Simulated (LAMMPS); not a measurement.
Al (fcc) at 510 K and zero pressure, started from the melt, with several potentials, in cells of their own sizes.

The levels:
- EAM-type AlCu.adp: classical MD, pair style adp, file AlCu.adp (LAMMPS); Apostol and Mishin, Phys Rev B 83, 054116 (2011)
- EAM-type AlCu.eam.alloy: classical MD, pair style eam/alloy, file AlCu.eam.alloy (LAMMPS); Cai and Ye, Phys Rev B, 54, 8398-8410 (1996)
- EAM-type AlFe_mm.eam.fs: classical MD, pair style eam/fs, file AlFe_mm.eam.fs (LAMMPS); Mendelev, Srolovitz, Ackland and Han, J Mater Res 20, 208-218 (2005)
- EAM-type Al_jnp.eam: classical MD, pair style eam, file Al_jnp.eam (LAMMPS); Jacobsen, Norskov and Puska, Phys Rev B, 35, 7423 (1987)
- EAM-type Al_zhou.eam.alloy: classical MD, pair style eam/alloy, file Al_zhou.eam.alloy (LAMMPS); Zhou et al, Acta Mater, 49, 4005 (2001)
- EAM-type NiAlH_jea.eam.alloy: classical MD, pair style eam/alloy, file NiAlH_jea.eam.alloy (LAMMPS); Moody and Baskes, Modell Sim Mater Sci Eng, 3, 289-307 (1995)
- MEAM AlSiMgCuFe.meam: classical MD, pair style meam, file AlSiMgCuFe.meam (LAMMPS); Jelinek, Groh, Horstemeyer, Houze, Kim, Wagner, Moitra and Baskes, Phys Rev B, 85, 245102 (2012)
- MEAM MoCoNiVFeAlCr_2nn.meam: classical MD, pair style meam, file MoCoNiVFeAlCr_2nn.meam (LAMMPS); Wang, J., Kwon, H., Kim, H.S. et al. A neural network model for high entropy alloy design. npj Comput Mater 9, 60 (2023).
- MEAM library.meam-Al: classical MD, pair style meam, file library.meam (library.meam-Al) (LAMMPS); Baskes, Phys Rev B, 46, 2727-2742 (1992)
- bond-order AlCu.bop.table: classical MD, pair style bop, file AlCu.bop.table (LAMMPS); Zhou, Ward, and Foster, Phys. Chem. Chem. Phys., under consideration

| potential | state | volume | first peak of g(r) | coordination number | self-diffusion coefficient of Al (not corrected for cell size) | mean phonon frequency | rough cost (ms per atom and simulated ps) |
|---|---|---|---|---|---|---|---|
| bond-order AlCu.bop.table | slow or partial motion within 30 ps, no clear phase | 16.855 ± 0.006 Å³/atom | 2.75 Å, height 3.3 | 11.8 (counted to 3.54 Å) | - | - | 30 to 100 |
| EAM-type AlCu.adp | slow or partial motion within 60 ps, no clear phase | 17.667 ± 0.004 Å³/atom | 2.81 Å, height 3.8 | 12.8 (counted to 3.78 Å) | - | 5.9 THz | 3 to 10 |
| EAM-type AlCu.eam.alloy | liquid | 18.069 ± 0.003 Å³/atom | 2.80 Å, height 3.4 | 13.1 (counted to 3.86 Å) | (7.0 ± 0.2) × 10^-6 cm²/s | 4.8 THz | 1 to 3 |
| EAM-type AlFe_mm.eam.fs | liquid | 17.847 ± 0.008 Å³/atom | 2.80 Å, height 3.7 | 12.8 (counted to 3.78 Å) | (3.8 ± 0.1) × 10^-6 cm²/s | 5.5 THz | 0.3 to 1 |
| EAM-type Al_jnp.eam | slow or partial motion within 60 ps, no clear phase | 16.70 ± 0.02 Å³/atom | 2.79 Å, height 4.0 | 13.0 (counted to 3.70 Å) | - | 5.9 THz | 1 to 3 |
| EAM-type Al_zhou.eam.alloy | liquid | 18.480 ± 0.002 Å³/atom | 2.82 Å, height 3.0 | 12.9 (counted to 3.86 Å) | (1.81 ± 0.02) × 10^-5 cm²/s | 4.3 THz | 3 to 10 |
| EAM-type NiAlH_jea.eam.alloy | liquid | 19.1324 ± 0.0008 Å³/atom | 2.75 Å, height 2.9 | 12.4 (counted to 3.86 Å) | (5.01 ± 0.07) × 10^-5 cm²/s | 4.4 THz | 1 to 3 |
| MEAM AlSiMgCuFe.meam | viscous melt or glass; no diffusion seen in 60 ps | 18.73 ± 0.02 Å³/atom | 2.67 Å, height 3.7 | 9.4 (counted to 3.46 Å) | - | 7.0 THz | 3 to 10 |
| MEAM MoCoNiVFeAlCr_2nn.meam | liquid | 17.841 ± 0.004 Å³/atom | 2.78 Å, height 3.6 | 11.2 (counted to 3.54 Å) | (4.7 ± 0.2) × 10^-6 cm²/s | 5.5 THz | 10 to 30 |
| MEAM library.meam-Al | viscous melt or glass; no diffusion seen in 60 ps | 16.614 ± 0.004 Å³/atom | 2.63 Å, height 3.5 | 9.3 (counted to 3.26 Å) | - | 10.9 THz | 3 to 10 |

Costs are rough: whole-run CPU time with set-up and analysis, from shared machines, in bands a factor of about three wide.

Caution (row EAM-type AlCu.eam.alloy): this liquid lies under the melting point of about 750 K that EAM-type AlCu.eam.alloy gives, so it is undercooled.

Caution: the potential EAM-type AlFe_mm.eam.fs is made for dilute Fe in Al.

Caution (row EAM-type AlFe_mm.eam.fs): this liquid lies under the melting point of about 930 K that EAM-type AlFe_mm.eam.fs gives, so it is undercooled.

Caution (rows EAM-type Al_jnp.eam; MEAM AlSiMgCuFe.meam; MEAM library.meam-Al): enthalpy drifts during the constant-pressure average: a transition or slow ageing; fluctuation values are void.

Caution (row EAM-type Al_zhou.eam.alloy): this liquid lies under the melting point of about 650 K that EAM-type Al_zhou.eam.alloy gives, so it is undercooled.

Caution: the potential EAM-type NiAlH_jea.eam.alloy is made for Ni, Ni3Al and hydrogen in them.

Caution (row EAM-type NiAlH_jea.eam.alloy): this liquid lies under the measured melting point of 933 K, so it is undercooled or the potential melts low.

Caution (row EAM-type NiAlH_jea.eam.alloy): a run this short can hold a crystal over, or a liquid under, the potential's own melting point, which these runs don't give.

Caution (row MEAM MoCoNiVFeAlCr_2nn.meam): this liquid lies under the melting point of about 940 K that MEAM MoCoNiVFeAlCr_2nn.meam gives, so it is undercooled.

Caution: the potential MEAM library.meam-Al is a first-neighbour MEAM set with a 4 Å cutoff, used here without a parameter file and away from the static properties it was fitted to.

States go by the mean squared displacement: a species diffuses where it passes 1.5 Å², still rises and gives D over 1e-6 cm²/s; a crystal has left its structure where atoms lie 0.35 Å off their sites on average or a cubic box changes its shape by 3 %, or the axial ratios of another lie 8 % off the starting cell's, which the potential's own relaxation can also do.

Errors of D are the spread over four groups of atoms in one short run; a floor of about 5 %, a picked value, is safer.

The ± values are statistical; the model's systematic error is not in them.
